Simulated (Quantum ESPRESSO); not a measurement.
**Several settings converged on Pt (Fm-3m, 1 atom in the cell)**

```
CELL_PARAMETERS angstrom
     -1.95412     0.00000     1.95412
      0.00000     1.95412     1.95412
     -1.95412     1.95412     0.00000
ATOMIC_POSITIONS crystal
  Pt 0.00000 0.00000 0.00000
```

Base method: PBEsol, SSSP 1.1.2 efficiency (PBE) pseudopotentials (plane waves; Quantum ESPRESSO).

Base settings: ecutwfc = 40 Ry; ecutrho = 320 Ry; occupations = smearing; smearing = gauss; degauss = 0.0073499 Ry; input_dft = pbesol; potentials = {Pt: pt_pbe_v1.4.uspp.F.UPF}; K_POINTS = automatic 12 12 12 0 0 0; conv_thr = 1e-10 Ry; mixing_beta = 0.4.

The count of work is k-points × plane waves × bands × iterations; it is no time. 

**The cutoff for other potential files**

Level: DFT, PBEsol, plane waves, PSlibrary ultrasoft (PBE) pseudopotentials.

In this ladder: pseudopotentials = {Pt: Pt.pbe-n-rrkjus_psl.1.0.0.UPF}. Moved along: ecutrho.

The second cell is the first with its lattice scaled by 0.98.

The mesh stays at the base's, so the ladder's end is converged at best in this setting alone.

Only quantities that move along the ladder and can be compared are tabulated.

```csv
ecutwfc,free energy less the last step's (meV/atom),energy of the compressed cell less the first (meV/atom),pressure (GPa),count of work / last
20 Ry,254.04,111.82,-4.87,0.12
25 Ry,89.49,101.50,5.80,0.18
31 Ry,32.78,90.03,3.91,0.28
38 Ry,7.92,88.90,5.25,0.31
45 Ry,6.32,88.66,5.26,0.39
54 Ry,2.05,88.50,5.25,0.55
68 Ry,0.97,88.50,5.33,0.65
90 Ry,0.00,88.48,5.37,1.0
```

Coarsest ecutwfc that holds the pressure within 0.5 GPa of the last step, with all finer ones: 38 Ry, at 0.31 of the last step's count of work; the step before is off by 1.5 GPa.

Coarsest ecutwfc that holds the energy of the compressed cell less the first within 2 meV/atom of the last step, with all finer ones: 31 Ry, at 0.28 of the last step's count of work; the step before is off by 13 meV/atom.

Coarsest ecutwfc that holds the free energy within 5 meV/atom of the last step, with all finer ones: 54 Ry; the step before is off by 6.3 meV/atom.

The energy difference between the two cells stays within 1 meV/atom of the last step's from 38 Ry on, the total only from 68 Ry on: much of the error is common to both cells and cancels.

At the lowest cutoff the pressure lies 10.2 GPa under the last step's, the usual sign of Pulay stress in an incomplete plane-wave basis.

**The density cutoff**

The second cell is the first with its lattice scaled by 0.98.

The mesh stays at the base's, so the ladder's end is converged at best in this setting alone.

Only quantities that move along the ladder and can be compared are tabulated.

| ecutrho | free energy less the last step's (meV/atom) | energy of the compressed cell less the first (meV/atom) | pressure (GPa) |
|---|---|---|---|
| 80 Ry | -35.93 | 59.24 | 4.82 |
| 120 Ry | 0.34 | 66.36 | 1.12 |
| 160 Ry | 0.22 | 66.37 | 1.12 |
| 200 Ry | 0.07 | 66.38 | 1.12 |
| 240 Ry | 0.07 | 66.36 | 1.12 |
| 320 Ry | 0.03 | 66.36 | 1.12 |
| 400 Ry | 0.01 | 66.36 | 1.12 |
| 480 Ry | -0.01 | 66.36 | 1.12 |
| 640 Ry | 0.00 | 66.36 | 1.12 |

Coarsest ecutrho that holds the free energy within 1 meV/atom of the last step, with all finer ones: 120 Ry; the step before is off by 36 meV/atom.

Coarsest ecutrho that holds the pressure within 0.5 GPa of the last step, with all finer ones: 120 Ry; the step before is off by 3.7 GPa.

Coarsest ecutrho that holds the energy of the compressed cell less the first within 1 meV/atom of the last step, with all finer ones: 120 Ry; the step before is off by 7.1 meV/atom.

On the base run: the starting cell has typed, rounded lattice constants, without a prior relaxation at this level. Its lattice was rescaled by up to half a per cent. Spin polarisation is off.
